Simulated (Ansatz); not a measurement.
C (model structure, Fd-3m, No. 227, 2 atoms in the cell), treated with PBE-D3(BJ) (Ansatz, a program for electronic structure, PAW).

Numerical settings: plane-wave cutoff 520 eV, 34×34×34 k mesh, Fermi–Dirac smearing 0.05 eV, scalar-relativistic PAW data made under PBE.

Cell (relaxed at this level):

```cif
data_C8
_chemical_formula_sum 'C8'
_space_group_name_H-M_alt 'Fd-3m :1'
_space_group_IT_number 227
_space_group_name_Hall 'F 4d 2 3 -1d'
_cell_length_a 3.55700
_cell_length_b 3.55700
_cell_length_c 3.55700
_cell_angle_alpha 90.000
_cell_angle_beta 90.000
_cell_angle_gamma 90.000
loop_
_atom_site_label
_atom_site_type_symbol
_atom_site_symmetry_multiplicity
_atom_site_Wyckoff_symbol
_atom_site_fract_x
_atom_site_fract_y
_atom_site_fract_z
_atom_site_occupancy
C1 C 8 a 0.00000 0.00000 0.00000 1
```
(The calculation used a cell of 2 atoms; values per cell refer to that cell.)

**Question.** Estimate the band gap that the calculation returns.

**Answer.** 
- band gap: 4.16 eV (on the SCF k mesh)

The computed numbers hold no vibrational or temperature effects.

A model structure was made by putting elements into a prototype or built by hand; here it ended with the formula and space group of a phase in our tables.
